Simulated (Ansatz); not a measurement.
# SnAu: response to strain

Base system: SnAu in the NiAs type structure (space group P6_3/mmc, No. 194; a = 4.333 Å, c = 5.553 Å; relaxed with 0.1 eV smearing). Axes: x lies along a and z along c of the hexagonal cell.

Strains are applied to the cell and any free atomic positions relax; under biaxial strain the out-of-plane vector relaxes too; under stress the whole cell relaxes.

Computed with plane-wave PAW DFT at the PBEsol level (Ansatz, a quantum-chemistry and plane-wave program, 420 eV), no spin-orbit coupling.

Notes on the quantities. pressure: mean of the normal stresses, compression positive.

| case | pressure | volume per atom |
|---|---|---|
| base | 0.0 GPa | 22.57 Å³ |
| biaxial strain −0.40 %, plane normal [001], relaxed out of plane | 0.4 GPa | 22.46 Å³ |
| biaxial strain +0.34 %, plane normal [001], relaxed out of plane | -0.3 GPa | 22.67 Å³ |
| biaxial strain +0.82 %, plane normal [001], relaxed out of plane | -0.8 GPa | 22.81 Å³ |
| biaxial strain +4.28 %, plane normal [001], relaxed out of plane | -3.6 GPa | 23.91 Å³ |
| isotropic strain −1.85 % | 5.9 GPa | 21.34 Å³ |
| uniaxial stress, 3 GPa tension along z | – | 22.79 Å³ |

Beyond what the load breaks, stability against distortions was not tested.
